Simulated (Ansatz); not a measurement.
Defect migration in zinc-blende ZnSe: Zn vacancy, charge state -2. These are PBE, PAW (plane waves to 420 eV; Ansatz, an electronic-structure program) values and carry that method's errors.

Settings: 64 host sites, the relaxed PBE lattice, one k-point at (0.250, 0.250, 0.250), smearing 0.01 eV, spin-restricted, no image-charge correction. No zero-point or tunnelling terms. The charge state is imposed; whether it is stable for some Fermi level was not computed. Forms of the defect that were not tried may lie lower.

Barriers: single points on a 2×2×2 k-point mesh shifted by half a step at the bands' geometries.

The step: one Zn atom jumps into the vacancy from a nearby Zn site. Atoms about the jump, Cartesian Å from the middle of the jump, before and after:

| atom | x0 | y0 | z0 | x1 | y1 | z1 |
|---|---|---|---|---|---|---|
| Zn1 | 0.00 | -1.38 | 1.38 | 0.00 | 1.38 | -1.38 |
| Se2 | 1.28 | 0.07 | -0.08 | 1.28 | -0.08 | 0.07 |
| Se3 | -1.50 | -2.85 | 0.00 | -1.41 | -2.76 | 0.11 |
| Se4 | -1.51 | 0.01 | 2.85 | -1.45 | -0.08 | 2.80 |
| Se5 | -1.41 | 0.10 | -2.76 | -1.50 | 0.00 | -2.85 |
| Se6 | -1.45 | 2.80 | -0.08 | -1.51 | 2.85 | 0.01 |
| Zn7 | -2.87 | -1.36 | -1.51 | -2.88 | -1.51 | -1.36 |
| Zn8 | -2.89 | 1.51 | 1.38 | -2.89 | 1.38 | 1.51 |

**Question.** Where do these atoms stand at the saddle point, and how high is it?

**Answer.** 
```csv
atom,x,y,z
Zn1,-0.71,-0.08,0.05
Se2,1.64,-0.16,0.18
Se3,-1.48,-2.71,-0.02
Se4,-1.50,0.05,2.71
Se5,-1.45,0.01,-2.69
Se6,-1.47,2.72,0.01
Zn7,-3.02,-1.50,-1.54
Zn8,-3.05,1.55,1.50
```
It lies 1.28 eV above the start and 1.28 eV above the end. The program found a first-order saddle point.
